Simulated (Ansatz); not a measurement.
Data:

```
CELL_PARAMETERS angstrom
      3.23486     0.00000     0.00000
      1.61743     2.80147     0.00000
      0.00000     0.00000     3.50311
ATOMIC_POSITIONS crystal
  Zr 0.00000 0.00000 0.00000
  B  0.66667 0.66667 0.50000
  B  0.33333 0.33333 0.50000
```

No spin polarisation.

Level of theory: PBE (Ansatz, a quantum-chemistry and plane-wave program, PAW, no spin-orbit coupling). Settings: 21×21×16 k-points, 0.1 eV Fermi–Dirac smearing.

Predict the space group, band gap and pressure.

The space group comes out as P6/mmm (No. 191) and the band gap is zero. The pressure (mean of the normal stresses, compression positive) is -6.8 GPa.

The cells carry an imposed strain or load. Stability against distortions was not tested. The final runs are not spin-polarised. The cell was made from ZrB₂ (space group P6/mmm, No. 191) by this change: biaxial strain +2.00 %, plane normal [001], relaxed out of plane.
